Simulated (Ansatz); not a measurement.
We consider HfO2 (P4₂/nmc, No. 137, 6 atoms in the cell; start mp-1018721; high-temperature phase), described by HSE06 (plane waves, PAW; Ansatz, a first-principles code).

Settings: plane-wave cutoff 500 eV, 6×6×4 k mesh (along the axes of the cell as run), gaussian smearing 0.02 eV, scalar-relativistic PAW data made under PBE.

Cell (relaxed with r²SCAN):

```yaml
crystal:
  lattice:
    - [3.57683, 0.00000, 0.00000]
    - [0.00000, 3.57683, 0.00000]
    - [0.00000, 0.00000, 5.20272]
  atoms:
    - { symbol: Hf, position: [0.50000, 0.50000, 0.50000] }
    - { symbol: Hf, position: [0.00000, 0.00000, 0.00000] }
    - { symbol: O, position: [0.00000, 0.50000, 0.69615] }
    - { symbol: O, position: [0.00000, 0.50000, 0.19615] }
    - { symbol: O, position: [0.50000, 0.00000, 0.80385] }
    - { symbol: O, position: [0.50000, 0.00000, 0.30385] }
```

Q: Predict the band gap.

A: 
- band gap: 6.37 eV (on the SCF k mesh)

Note: held by symmetry at 0 K, a high-temperature phase can be a saddle point; cell and atoms aren't relaxed at this level (largest force component 0.04 eV/Å).

Spin–orbit coupling is not included.

Static lattice: no zero-point or thermal effects.

It cost about 5 core-minutes (a rough figure) of CPU time.

A start named mp-… is a Materials Project structure, which need not be a measured phase.
